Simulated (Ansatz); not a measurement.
The reference is CdSe in the zinc blende structure (space group F-43m, No. 216).

```yaml
crystal:
  lattice:
    - [0.00000, 3.04079, 3.04079]
    - [3.04079, 0.00000, 3.04079]
    - [3.04079, 3.04079, 0.00000]
  atoms:
    - { symbol: Cd, position: [0.00000, 0.00000, 0.00000] }
    - { symbol: Se, position: [0.25000, 0.25000, 0.25000] }
```

Cartesian axes are those of the cell as printed.

Calculations: PBEsol/PAW in Ansatz (a quantum-chemistry and plane-wave program), no spin-orbit coupling.

Base values:

Shortest interatomic distance: 2.633 Å

Now apply this change: biaxial strain +1.25 %, plane normal [111], relaxed out of plane (Cartesian); in-plane vectors clamped, the third vector and the atoms free.

Q: Estimate the effect on the shortest interatomic distance and ratio −ε⊥/ε∥.

A: The shortest interatomic distance grows by 0.005 Å (2.633 Å → 2.638 Å); the ratio −ε⊥/ε∥ comes out as 0.89.

Stability against distortions was not tested.
